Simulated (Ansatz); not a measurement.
Take GaSb in the zinc blende structure (space group F-43m, No. 216; a = 6.112 Å) as the base.

Calculations: Ansatz (a first-principles code) PBEsol, scalar-relativistic without spin-orbit coupling, earlier PAW set.

Before the change:

The lattice parameter a comes out as 611.2 pm.

Modification: every Sb is replaced by N, then cell and atoms are relaxed.

Tabulated Pauling electronegativity and covalent radius: Sb 2.05, 1.39 Å; N 3.04, 0.71 Å.

**Question.** What happens to the electron mass?

**Answer.** The electron mass amounts to 0.15 mₑ (at Γ).

**Question.** Predict the new lattice parameter a.

**Answer.** The lattice parameter a drops by 161.4 pm, from 611.2 pm to 449.8 pm.

**Question.** Estimate the effect on the hole mass.

**Answer.** The hole mass (degenerate bands, along [100]) amounts to 0.16, 0.86, 0.86 mₑ (at Γ).

With Sb present, leaving out spin-orbit coupling can change the band edges. The levels and masses belong to the bands next to the band gap. Masses are band curvatures over ±0.01 Å⁻¹ around the edge. No phonon test of stability was made. The final runs are not spin-polarised. This is not the structure that GaN has at room temperature and ambient pressure.
